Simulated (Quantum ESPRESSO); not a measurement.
# What a tighter setting buys: K_POINTS, YNi2B2 (C2/c, 10 atoms in the cell)

Cell: a = 4.9512 Å, b = 4.9512 Å, c = 6.8069 Å, α = 120.58°, β = 120.58°, γ = 64.37°.

Level of theory: PBEsol, PSlibrary PAW (PBE) pseudopotentials (plane waves; Quantum ESPRESSO 7.5).

Base settings: ecutwfc = 50 Ry; ecutrho = 350 Ry; occupations = smearing; smearing = mp; degauss = 0.0147 Ry; input_dft = pbesol; K_POINTS = automatic 4 4 4 1 1 1; conv_thr = 1e-10 Ry; mixing_beta = 0.3.

Misses are taken against the tightest run, automatic 6 6 4 1 1 1, which need not be fully converged itself. The energy is the free energy per atom.

The count of work is k-points × plane waves × bands × iterations; it is no time, and leaves out set-up, grids and terms that scale otherwise. Core times come from one kind of shared machine and are given to one figure; runs under 30 s give none.

The starting cell comes from a database of computed structures (which also holds hypothetical and non-ambient phases and stackings), without a prior relaxation at this level. Spin polarisation is off. In the base run, with a pressure of about -3 GPa the cell is away from its equilibrium volume at this level.

```csv
K_POINTS,energy less reference (meV/atom),pressure less reference (GPa),largest difference in the force on any atom (eV/Å),count of work / reference,core time / reference (rough)
automatic 1 1 1 1 1 1,-31.67,1.25,0.768,0.025,0.2
automatic 2 2 1 1 1 1,58.65,0.26,0.455,0.054,0.2
automatic 2 2 2 1 1 1,27.31,0.09,0.257,0.076,0.3
automatic 3 3 2 1 1 1,-3.52,0.21,0.106,0.16,0.3
automatic 3 3 3 1 1 1,5.15,0.31,0.075,0.25,0.5
automatic 4 4 3 1 1 1,2.58,0.06,0.034,0.41,0.5
automatic 4 4 4 1 1 1,3.56,0.03,0.053,0.48,0.4
automatic 6 6 4 1 1 1,0.00,0.00,0.000,1.0,1
```

The last two settings still differ by 3.6 meV/atom, so the table cannot show that the reference is converged.

Coarsest setting among those run that, with all tighter ones, holds the energy within 20 meV/atom of the reference: automatic 3 3 2 1 1 1, off by 3.5 meV/atom; it needs 0.16 of the reference's count of work and about 0.3 of the reference's time.

Smallest miss in the energy for at most 0.1 times the reference's count of work: automatic 2 2 2 1 1 1, with a miss of 27 meV/atom at a count of 0.076.
